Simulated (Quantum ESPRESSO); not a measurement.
Band structure of NiS (P6_3/mmc, 4 atoms in the cell).

```yaml
crystal:
  lattice:
    - [3.43867, 0.00000, 0.00000]
    - [-1.71934, 2.97798, 0.00000]
    - [0.00000, 0.00000, 5.18159]
  atoms:
    - { symbol: Ni, position: [0.00000, 0.00000, 0.50000] }
    - { symbol: Ni, position: [0.00000, 0.00000, 0.00000] }
    - { symbol: S, position: [0.33333, 0.66667, 0.75000] }
    - { symbol: S, position: [0.66667, 0.33333, 0.25000] }
```

Method: LDA (PZ), PSlibrary PAW (LDA) pseudopotentials (plane waves; Quantum ESPRESSO).

Settings: ecutwfc = 50 Ry; ecutrho = 300 Ry; occupations = smearing; smearing = gauss; degauss = 0.0099958 Ry; potentials = {Ni: Ni.pz-n-kjpaw_psl.1.0.0.UPF, S: S.pz-n-kjpaw_psl.1.0.0.UPF}; K_POINTS = automatic 8 8 5 0 0 0; nbnd = 28; conv_thr = 1e-10 Ry.

The starting cell comes from a database of computed structures (which also holds hypothetical and non-ambient phases and stackings), without a prior relaxation at this level. Spin polarisation is off, so a magnetic state, if there is one, cannot be reached.

Levels in eV from the Fermi level, bands 13 to 20:
| point | 13 | 14 | 15 | 16 | 17 | 18 | 19 | 20 |
|---|---|---|---|---|---|---|---|---|
| Γ | -1.43 | -1.43 | -0.68 | -0.25 | 1.58 | 1.58 | 3.35 | 4.33 |
| M | -1.75 | -1.39 | -1.25 | -0.77 | 0.71 | 1.68 | 4.51 | 4.71 |
| K | -1.58 | -1.40 | -0.73 | -0.73 | -0.19 | -0.19 | 2.94 | 7.41 |
| A | -1.56 | -1.56 | 0.60 | 0.60 | 0.60 | 0.60 | 5.20 | 5.20 |
| L | -1.55 | -1.55 | -0.35 | -0.35 | 0.43 | 0.43 | 3.57 | 3.57 |
| H | -1.42 | -1.42 | -1.20 | -1.20 | 1.44 | 1.44 | 5.63 | 5.63 |

Bands cross the Fermi level along this path, so the cell is metallic at this level.
